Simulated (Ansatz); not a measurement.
Results of LDA (Ansatz, a program for electronic structure, plane waves, PAW) for corundum Ga2O3 (metastable phase).

Numerical settings: plane-wave cutoff 520 eV, 6×6×6 k mesh, perturbation theory, scalar-relativistic PAW data made under PBE.

Computed at the level's own relaxed cell.

Problem. What does this level give for the high-frequency dielectric constant (mean over three axes) and dielectric constant ε0 (ions relaxed) (mean over three axes)?

Solution. 
high-frequency dielectric constant (mean over three axes): 4.32
dielectric constant ε0 (ions relaxed) (mean over three axes): 14.2

Measured, for comparison: high-frequency dielectric constant 3.83, static dielectric constant 14.1 ± 0.1 (temperature not stated, not corrected to a static lattice, mean of the two values across and the one along c; as tabulated in Stokey et al. (2021), arXiv:2108.12058). Computed (rounded) less measured: high-frequency dielectric constant +13 %, static dielectric constant +0.7 %.

It cost roughly 30 core-minutes of CPU time.
